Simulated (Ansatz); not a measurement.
Start from GaAs in the zinc blende structure (space group F-43m, No. 216).

```yaml
crystal:
  lattice:
    - [0.00000, 2.87279, 2.87279]
    - [2.87279, 0.00000, 2.87279]
    - [2.87279, 2.87279, 0.00000]
  atoms:
    - { symbol: Ga, position: [0.00000, 0.00000, 0.00000] }
    - { symbol: As, position: [0.25000, 0.25000, 0.25000] }
```

The values are results of PBE/PAW in Ansatz (an electronic-structure program), no spin-orbit coupling, not measurements.

Before the change:

- Valley order: Γ 0.16 eV; L along ⟨111⟩ 0.87 eV; a point along ⟨100⟩, about 0.9 Å⁻¹ from Γ 1.49 eV

It is then changed as follows: cell and atoms relaxed at a pressure of 30 GPa.

Task: Predict the new valley order.

Result: The valley order (the lowest conduction-band minima on the path, energy above the VBM, named in the base's zone) changes from Γ 0.16 eV; L along ⟨111⟩ 0.87 eV; a point along ⟨100⟩, about 0.9 Å⁻¹ from Γ 1.49 eV to a point along ⟨100⟩, about 1.0 Å⁻¹ from Γ 0.97 eV; L along ⟨111⟩ 1.66 eV; Γ 2.25 eV.

The levels and masses belong to the bands next to the band gap. Load acts through the strain it causes; cell and atoms are relaxed under it. Whether these cells are dynamically stable was not tested. Measured, GaAs leaves this structure (for a Cmcm phase) near 15 GPa (room temperature; as listed in arXiv:1906.07825).
